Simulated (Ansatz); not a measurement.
We consider cubic perovskite CsPbBr₃ (cubic high-temperature phase), described by PBE+SOC (PAW; Ansatz, an electronic-structure program).

Run with plane-wave cutoff 520 eV, 6×6×6 k mesh, Fermi–Dirac smearing 0.01 eV, PAW data made under PBE.

The cell is scaled about its equilibrium volume:

```json
[
 {"V (Å³/atom)": "40.521", "P (GPa)": "1.32", "direct gap at Γ (eV)": "4.893", "smallest gap on the k mesh (eV)": "0.316"},
 {"V (Å³/atom)": "41.383", "P (GPa)": "0.83", "direct gap at Γ (eV)": "4.857", "smallest gap on the k mesh (eV)": "0.400"},
 {"V (Å³/atom)": "42.245", "P (GPa)": "0.39", "direct gap at Γ (eV)": "4.821", "smallest gap on the k mesh (eV)": "0.478"},
 {"V (Å³/atom)": "43.107", "P (GPa)": "0.00", "direct gap at Γ (eV)": "4.787", "smallest gap on the k mesh (eV)": "0.549"},
 {"V (Å³/atom)": "43.970", "P (GPa)": "-0.35", "direct gap at Γ (eV)": "4.754", "smallest gap on the k mesh (eV)": "0.613"},
 {"V (Å³/atom)": "44.832", "P (GPa)": "-0.66", "direct gap at Γ (eV)": "4.721", "smallest gap on the k mesh (eV)": "0.672"},
 {"V (Å³/atom)": "45.694", "P (GPa)": "-0.93", "direct gap at Γ (eV)": "4.690", "smallest gap on the k mesh (eV)": "0.726"}
]
```

The fundamental gap (0.55 eV at the equilibrium volume, with added k points) lies elsewhere than Γ–Γ.

Note: the relaxation could not lower the start's symmetry, so the cell can be a saddle point above a distorted one.
